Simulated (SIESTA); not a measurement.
**SIESTA run on VCu3O4 (I-42m, 8 atoms in the cell): self-consistent single point**

Method: LDA PW92, numerical atomic orbitals DZP, PseudoDojo LDA standard norm-conserving potentials (rewritten from UPF to PSML) run with SIESTA.

Input:

```
# files in the folder: V.psml Cu.psml O.psml (PseudoDojo LDA standard)
SystemName  VCu3O4
SystemLabel VCu3O4

NumberOfAtoms                8
NumberOfSpecies              3
%block ChemicalSpeciesLabel
  1 23 V
  2 29 Cu
  3 8 O
%endblock ChemicalSpeciesLabel
LatticeConstant              1.0 Ang
%block LatticeVectors
    -2.312363000    2.312363000    4.551762000
     2.312363000   -2.312363000    4.551762000
     2.312363000    2.312363000   -4.551762000
%endblock LatticeVectors
AtomicCoordinatesFormat      Ang
%block AtomicCoordinatesAndAtomicSpecies
     0.000000000    0.000000000    0.000000000  1
     2.312363000    0.000000000    2.275881000  2
    -0.000000000    2.312363000    2.275881000  2
     0.000000000    0.000000000    4.551762000  2
     1.266897440   -1.266897440    3.509681608  3
     1.045465560    1.045465560    1.042080392  3
    -1.266897440    1.266897440    3.509681608  3
     1.266897440    1.266897440    5.593842392  3
%endblock AtomicCoordinatesAndAtomicSpecies

XC.functional                LDA
XC.authors                   PW92
PAO.BasisSize                DZP
PAO.EnergyShift              0.01 Ry
MeshCutoff                   350 Ry
%block kgrid.MonkhorstPack
    5   0   0  0.0
    0   5   0  0.0
    0   0   5  0.0
%endblock kgrid.MonkhorstPack
OccupationFunction           MP
OccupationMPOrder            0
ElectronicTemperature        0.136 eV

MaxSCFIterations             150
SCF.Mixer.Method             Pulay
SCF.Mixer.Weight             0.2
SCF.Mixer.History            8
SCF.DM.Tolerance             1.0E-05
Diag.ParallelOverK           true
WriteForces                  true
```

Output, abridged:

```
reinit: Reading from file input.fdf

reinit: System Name: VCu3O4
reinit: System Label: VCu3O4

coor:   Atomic-coordinates input format  =     Cartesian coordinates
coor:                                          (in Angstroms)

siesta: Atomic coordinates (Bohr) and species
siesta:      0.00000   0.00000   0.00000  1        1
siesta:      4.36973   0.00000   4.30079  2        2
siesta:     -0.00000   4.36973   4.30079  2        3
siesta:      0.00000   0.00000   8.60158  2        4
siesta:      2.39409  -2.39409   6.63234  3        5
siesta:      1.97564   1.97564   1.96925  3        6
siesta:     -2.39409   2.39409   6.63234  3        7
siesta:      2.39409   2.39409  10.57083  3        8

siesta: System type = bulk

initatomlists: Number of atoms, orbitals, and projectors:      8   128   124

siesta: ******************** Simulation parameters ****************************
redata: Spin configuration                          = none
redata: Time-Reversal Symmetry                      = T
redata: Number of Atomic Species                    =        3
redata: Mesh Cutoff                                 =   350.0000 Ry
redata: Net charge of the system                    =     0.0000 |e|
redata: Min. number of SCF Iter                     =        0
redata: Max. number of SCF Iter                     =      150
redata: SCF convergence failure will abort job
redata: SCF mix quantity                            = Hamiltonian
redata: Mix DM or H after convergence               =   F
redata: Recompute H after scf cycle                 =   F
redata: Mix DM in first SCF step                    =   T
redata: No kicks to SCF
redata: DM Mixing Weight for Kicks                  =     0.5000
redata: Require Harris convergence for SCF          =   F
redata: Harris energy tolerance for SCF             =     0.000100 eV
redata: Require DM convergence for SCF              =   T
   [... lines left out ...]
diag: Used triangular part                          = Lower
diag: Absolute tolerance                            =  0.100E-15
diag: Orthogonalization factor                      =  0.100E-05
diag: Memory factor                                 =  1.0000

superc: Internal auxiliary supercell:     5 x     5 x     5  =     125
superc: Number of atoms, orbitals, and projectors:   1000  16000  15500

                        Single-point calculation

superc: Internal auxiliary supercell:     5 x     5 x     5  =     125
superc: Number of atoms, orbitals, and projectors:   1000  16000  15500

outcell: Unit cell vectors (Ang):
       -2.312363    2.312363    4.551762
        2.312363   -2.312363    4.551762
        2.312363    2.312363   -4.551762

outcell: Cell vector modules (Ang)   :    5.604693    5.604693    5.604693
outcell: Cell angles (23,13,12) (deg):    131.2665    131.2665     71.3901
outcell: Cell volume (Ang**3)        :     97.3535
new_DM -- step:     1
Initializing Density Matrix...

Attempting to read DM from file... Failed...
DM filled with atomic data:

InitMesh: MESH = 54 x 54 x 50 = 145800
InitMesh: Mesh cutoff (required, used) =   350.000   393.118 Ry

stepf: Methfessel-Paxton step function
       Using Hermite-Gauss polynomials of order  0
        iscf     Eharris(eV)        E_KS(eV)     FreeEng(eV)     dDmax    Ef(eV) dHmax(eV)
   scf:    1   -16690.756470   -18415.517829   -18415.567326  1.940994  1.748645 98.263071
   scf:    2   -18511.660448   -19151.058310   -19151.058310  2.727810 -4.115936 66.870000
   scf:    3   -19244.945762   -19200.851016   -19200.851016  0.478542 -4.151160 48.794507
   scf:    4   -17262.260145   -18697.450844   -18697.618089  0.894735 -2.127292119.610549
   scf:    5   -18990.211041   -19238.195501   -19238.195501  0.810812 -4.101020 28.891766
   scf:    6   -19256.285740   -19262.545911   -19262.546004  0.406658 -3.395264  5.293034
   [... 22 lines left out ...]
   scf:   29   -19265.143408   -19265.143408   -19265.143744  0.000085 -3.404387  0.001395
   scf:   30   -19265.143408   -19265.143408   -19265.143744  0.000040 -3.404425  0.001248
   scf:   31   -19265.143407   -19265.143408   -19265.143744  0.000036 -3.404404  0.000660
   scf:   32   -19265.143408   -19265.143408   -19265.143744  0.000015 -3.404424  0.000037
   scf:   33   -19265.143408   -19265.143408   -19265.143744  0.000002 -3.404429  0.000023
SCF Convergence by DM+H criterion
max |DM_out - DM_in|         :     0.0000016699
max |H_out - H_in|      (eV) :     0.0000229830
SCF cycle converged after 33 iterations

Using DM_out to compute the final energy and forces

siesta: E_KS(eV) =           -19265.1434

siesta: E_KS - E_eggbox =    -19265.1434

siesta: Atomic forces (eV/Ang):
     1   -0.000207   -0.000207   -0.004207
     2    0.000059   -0.000688   -0.000847
     3   -0.000688    0.000059   -0.000847
     4    0.000167    0.000167   -0.000084
     5    0.395784   -0.393249    0.384123
     6   -0.395098   -0.395098   -0.384838
     7   -0.393249    0.395784    0.384123
     8    0.395447    0.395447   -0.386085
   Tot    0.002215    0.002215   -0.008661
   Max    0.395784
   Res    0.276874    sqrt( Sum f_i^2 / 3N )
   Max    0.395784    constrained

Stress tensor Voigt[x,y,z,yz,xz,xy] (kbar):      178.00      178.00      173.84       -0.04       -0.04       -0.02
(Free)E + p*V (eV/cell)   -19275.8752
Target enthalpy (eV/cell)   -19265.1437

siesta: Program's energy decomposition (eV):
siesta: Ebs     =     -2909.898895
siesta: Eions   =     24586.207819
siesta: Ena     =      1711.567822
siesta: Ekin    =      9141.902232
siesta: Enl     =     -3039.372621
siesta: Eso     =         0.000000
siesta: Edftu   =         0.000000
siesta: DEna    =       130.550208
siesta: DUscf   =         8.131720
siesta: DUext   =         0.000000
siesta: Ex      =     -2424.426597
siesta: Ec      =      -207.288353
siesta: Exc     =     -2631.714950
siesta: Eharris =    -19265.143408
siesta: Etot    =    -19265.143408
siesta: FreeEng =    -19265.143744

siesta: Atomic forces (eV/Ang):
siesta:      1   -0.000207   -0.000207   -0.004207
siesta:      2    0.000059   -0.000688   -0.000847
siesta:      3   -0.000688    0.000059   -0.000847
siesta:      4    0.000167    0.000167   -0.000084
siesta:      5    0.395784   -0.393249    0.384123
siesta:      6   -0.395098   -0.395098   -0.384838
siesta:      7   -0.393249    0.395784    0.384123
siesta:      8    0.395447    0.395447   -0.386085
siesta: ----------------------------------------
siesta:    Tot    0.002215    0.002215   -0.008661

siesta: Stress tensor (static) (eV/Ang**3):
siesta:     0.111097   -0.000013   -0.000024
siesta:    -0.000013    0.111097   -0.000024
siesta:    -0.000024   -0.000024    0.108500

siesta: Cell volume =         97.353498 Ang**3

siesta: Pressure (static):
siesta:                Solid            Molecule  Units
siesta:          -0.00120057         -0.00128742  Ry/Bohr**3
siesta:          -0.11023150         -0.11820516  eV/Ang**3
siesta:        -176.61032674       -189.38553933  kBar
```

The run converged in 33 iterations.

The starting cell comes from a database of computed structures (which also holds hypothetical and non-ambient phases and stackings), without a prior relaxation at this level. Its lattice was rescaled by a random factor within 2.5 % of one. Values carry the incompleteness of an atom-centred basis. With a pressure of about -18 GPa the cell is away from its equilibrium volume at this level.

Cost on one core of a shared machine: roughly 50 s.
